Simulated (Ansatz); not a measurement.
Base system: SiC (space group P6_3mc, No. 186).

```
CELL_PARAMETERS angstrom
      3.07812     0.00000     0.00000
     -1.53906     2.66573     0.00000
      0.00000     0.00000    10.07618
ATOMIC_POSITIONS crystal
  Si 0.00000 0.00000 0.00032
  Si 0.00000 0.00000 0.50032
  Si 0.66667 0.33333 0.75025
  Si 0.33333 0.66667 0.25025
  C  0.00000 0.00000 0.81285
  C  0.00000 0.00000 0.31285
  C  0.66667 0.33333 0.56221
  C  0.33333 0.66667 0.06221
```

Levels (all Ansatz, a program for electronic structure, PAW, earlier PAW set): PBEsol (420 eV, no spin-orbit coupling); r2SCAN (500 eV, scalar-relativistic without spin-orbit coupling); HSE06 (420 eV, no spin-orbit coupling); PBEsol+SOC (420 eV, with spin-orbit coupling).

One geometry, relaxed with PBEsol, under each level:

The valence-band top lists the three highest levels at Γ (Kramers pairs under SOC), from the VBM.

| level | band gap | lowest conduction level above the VBM at special points | valence-band top at Γ | pressure |
|---|---|---|---|---|
| PBEsol | 2.12 eV | M 2.12 eV; L 2.53 eV; H 3.12 eV; K 3.86 eV | 0.00, 0.00, -0.05 eV | 0.00 GPa |
| r2SCAN | ? | ? | – | -0.03 GPa |
| HSE06 | 3.14 eV | M 3.14 eV; L 3.58 eV; H 4.21 eV; Γ 6.27 eV | – | – |
| PBEsol+SOC | 2.11 eV | M 2.11 eV; L 2.53 eV; H 3.11 eV; K 3.85 eV | 0.00, -0.01, -0.06 eV | -0.01 GPa |

Q: Give the withheld r2SCAN results.

A: 
- r2SCAN, band gap: 2.60 eV
- r2SCAN, lowest conduction level above the VBM at special points: M 2.60 eV; L 3.04 eV; H 3.67 eV; K 4.42 eV

Single points use the geometry relaxed with PBEsol. Their cutoffs differ, which shifts pressures a little. The hybrid gap comes from the SCF mesh plus the semilocal run's edge points and a few special points and is an upper bound. The spin-orbit shifts are approximate. Stability against distortions was not tested.
